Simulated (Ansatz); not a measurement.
An Ansatz (an electronic-structure program) input (Ansatz PBE-D3(BJ), without spin-orbit coupling, earlier PAW set):

Ansatz 0.2 input:
```yaml
crystal:
  lattice:
    - [4.0538156451, 0, 0]
    - [2.0269078226, 3.5107073309, 0]
    - [0, 0, 16.7173191238]
  atoms:
    - { symbol: In, position: [0.3333333333, 0.3333333333, 0.6666732795] }
    - { symbol: In, position: [0.6666666667, 0.6666666667, 0.1666732795] }
    - { symbol: In, position: [0.6666666667, 0.6666666667, 0.3333267205] }
    - { symbol: In, position: [0.3333333333, 0.3333333333, 0.8333267205] }
    - { symbol: Se, position: [0.3333333333, 0.3333333333, 0.0899110602] }
    - { symbol: Se, position: [0.6666666667, 0.6666666667, 0.5899110602] }
    - { symbol: Se, position: [0.6666666667, 0.6666666667, 0.9100889398] }
    - { symbol: Se, position: [0.3333333333, 0.3333333333, 0.4100889398] }
basis: { ecutwfc: 420, ecutrho_ratio: 4, xc_grid: 2, fft_grid_basis: typed }
kpoints: { mp_grid: { grid: [9, 9, 2] } }
hamiltonian:
  xc: pbe
  dispersion: d3bj
  pseudopotentials: { azcp: { folder: ./paw }, kind: paw }
scf: { occupations: { method: fermi_dirac, width: 0.05 } }
relax: { f_tol: 0.005, max_steps: 50, cell: { stress_tol: 0.01, fix: [a, b, gamma] } }
output: { forces: true, stress: true }
checkpoint: { write: state.ck, write_every: 1000 }
```

Which symmetry and how many k-points will the program report, and about how many plane waves at Γ?

Space group P63/mmc (ITA 194) with 24 operations, k-points 24 of 162, and 4651 plane waves at Γ.

And the final pressure?

-0.26 GPa (compression positive).

The cells carry an imposed strain or load. Whether these cells are dynamically stable was not tested. The cell was made from InSe in the beta-GaS type structure (space group P6_3/mmc, No. 194; layered, stacked along the Cartesian z axis) by this change: biaxial strain +0.54 %, plane normal [001], relaxed out of plane.
